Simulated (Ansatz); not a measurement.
```
CELL_PARAMETERS angstrom
      0.00000     1.95444     1.95444
      1.95444     0.00000     1.95444
      1.95444     1.95444     0.00000
ATOMIC_POSITIONS crystal
  F  0.00000 0.00000 0.00000
  Li 0.50000 0.50000 0.50000
```

The cell is fixed at its relaxed static size. Melting and transitions to other phases are not modelled. An odd repeat of the supercell leaves out some zone-boundary points, where instabilities often lie.

Question: Is this phase dynamically stable in the harmonic approximation, and at 300, 600 K by the stochastic self-consistent harmonic approximation in a 3×3×3 supercell, Ansatz (a program for electronic structure), LDA functional, plane-wave PAW? Give the softest mode in each case.

Answer: Harmonic: softest mode 193 cm⁻¹ at q = (0.00, 0.00, 0.33), so stable at the wave vectors of the supercell. 300 K: stable, softest second derivative of the free energy 191 cm⁻¹ (error under 1) at q = (0.00, 0.00, 0.33), at 3.1 GPa in this cell. 600 K: stable, softest second derivative of the free energy 189 cm⁻¹ (error under 1) at q = (0.00, 0.00, 0.33), at 5.0 GPa in this cell. The verdict is statistical, holds for these wave vectors and this fixed cell alone, and errs towards stability where frames are few. Wave vectors are fractions of the primitive cell's reciprocal vectors.
